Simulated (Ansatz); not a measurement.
System: cubic perovskite CsPbBr3 (cubic high-temperature phase). Method: HSE06+SOC in Ansatz (PAW).

Settings: plane-wave cutoff 460 eV, 4×4×4 k mesh, Fermi–Dirac smearing 0.01 eV, PAW data made under PBE.

Cell (measured lattice):

```xyz
5
Lattice="5.8740 0.0000 0.0000 0.0000 5.8740 0.0000 0.0000 0.0000 5.8740" Properties=species:S:1:pos:R:3 pbc="T T T"
Cs     0.0000     0.0000     0.0000
Pb     2.9370     2.9370     2.9370
Br     2.9370     0.0000     2.9370
Br     0.0000     2.9370     2.9370
Br     2.9370     2.9370     0.0000
```

Task: Give the computed band gap and Γ–Γ gap.

Result: 
* **band gap**: 0.81 eV (on the SCF k mesh) (direct)
* **Γ–Γ gap**: 6.00 eV

Note: held by symmetry at 0 K, a high-temperature phase can be a saddle point; cell and atoms aren't relaxed at this level (pressure 1.0 GPa).

Computed values are for the static lattice.

Cost on a shared machine: around 20 core-minutes (rough).

Ansatz is a quantum-chemistry and plane-wave program.
